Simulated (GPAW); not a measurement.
Band structure of Nb (Im-3m, 1 atom in the cell).

```
Nb
1.0
   -1.68370     1.68370     1.68370
    1.68370    -1.68370     1.68370
    1.68370     1.68370    -1.68370
Nb
1
Direct
  0.00000   0.00000   0.00000
```

Method: PBE, GPAW PAW datasets PBE (gpaw-data 1.0.1) (plane waves; GPAW).

Settings: mode = pw; ecut = 550 eV; xc = PBE; kpts = 11 11 11; mesh shift (steps) = 0 0 0; occupations.name = fermi-dirac; occupations.width = 0.1 eV; nbands = -7; convergence.density = 1e-05 e/electron; symmetry.symmorphic = false; symmetry.tolerance = 0.0005; maxiter = 100; bandpath_npoints = 40.

The starting cell comes from a database of computed structures (which also holds hypothetical and non-ambient phases and stackings), without a prior relaxation at this level. Its lattice was rescaled by a random factor within 2.5 % of one. Spin polarisation is off.

Levels in eV from the Fermi level, bands 3 to 10:
```json
[
 {"point": "Γ", "3": "-29.91", "4": "-29.91", "5": "-5.79", "6": "0.38", "7": "0.38", "8": "0.38", "9": "3.09", "10": "3.09"},
 {"point": "H", "3": "-30.69", "4": "-30.69", "5": "-3.38", "6": "-3.38", "7": "5.21", "8": "5.21", "9": "5.21", "10": "8.60"},
 {"point": "N", "3": "-30.27", "4": "-29.92", "5": "-3.47", "6": "-1.48", "7": "2.00", "8": "3.09", "9": "3.72", "10": "5.91"},
 {"point": "P", "3": "-30.48", "4": "-30.48", "5": "-1.05", "6": "-1.05", "7": "-1.05", "8": "3.84", "9": "3.84", "10": "8.86"}
]
```

Bands cross the Fermi level along this path, so the cell is metallic at this level.
